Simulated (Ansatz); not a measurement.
# MgO (P6₃/mmc, No. 194, 4 atoms in the cell; start mp-1065577; a measured phase of this formula has another space group)

The numbers are results of r²SCAN (PAW; Ansatz, a first-principles code), not measurements.

Numerical settings: plane-wave cutoff 560 eV, 12×12×8 k mesh (along the axes of the cell as run), Fermi–Dirac smearing 0.01 eV, scalar-relativistic PAW data made under PBE.

Cell (relaxed at this level):

```cif
data_Mg2O2
_chemical_formula_sum 'Mg2 O2'
_space_group_name_H-M_alt 'P 1'
_space_group_IT_number 1
_cell_length_a 3.48447
_cell_length_b 3.48447
_cell_length_c 4.18544
_cell_angle_alpha 90.000
_cell_angle_beta 90.000
_cell_angle_gamma 120.000
loop_
_space_group_symop_operation_xyz
  'x, y, z'
loop_
_atom_site_label
_atom_site_type_symbol
_atom_site_fract_x
_atom_site_fract_y
_atom_site_fract_z
_atom_site_occupancy
Mg1 Mg 0.66667 0.33333 0.75000 1
Mg2 Mg 0.33333 0.66667 0.25000 1
O1 O 0.66667 0.33333 0.25000 1
O2 O 0.33333 0.66667 0.75000 1
```

```json
{
  "band_gap": "4.09 eV (direct)"
}
```

A start named mp-… is a Materials Project structure, which need not be a measured phase.
